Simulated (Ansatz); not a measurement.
Consider CdSe in the zinc blende structure (space group F-43m, No. 216; a = 6.1332 Å).

All numbers come from Kohn–Sham DFT with the r2SCAN functional, run in Ansatz (a program for electronic structure) with PAW and 500 eV plane waves, no SOC.

Strains are applied to the cell and any free atomic positions relax.

One change was made to it. Results:

The electron mass goes from 0.093 mₑ (at Γ) to 0.091 mₑ (at Γ); the energy increases by 1.0 meV/atom; the pressure shrinks by 7.5 kbar to -7.4 kbar; the band gap falls by 0.03 eV (1.04 eV → 1.01 eV).

Q: Name the change that was made.
A) isotropic strain +2.50 %
B) isotropic strain +1.00 %
C) isotropic strain +0.50 %
D) isotropic strain +1.50 %
E) isotropic strain +3.00 %

A: C, isotropic strain +0.50 %. For comparison, the electron mass in the other runs: isotropic strain +3.00 % gives 0.082 mₑ (at Γ); isotropic strain +2.50 % gives 0.084 mₑ (at Γ); isotropic strain +1.50 % gives 0.088 mₑ (at Γ); isotropic strain +1.00 % gives 0.090 mₑ (at Γ).

Masses are band curvatures over ±0.01 Å⁻¹ around the edge. Whether these cells are dynamically stable was not tested.
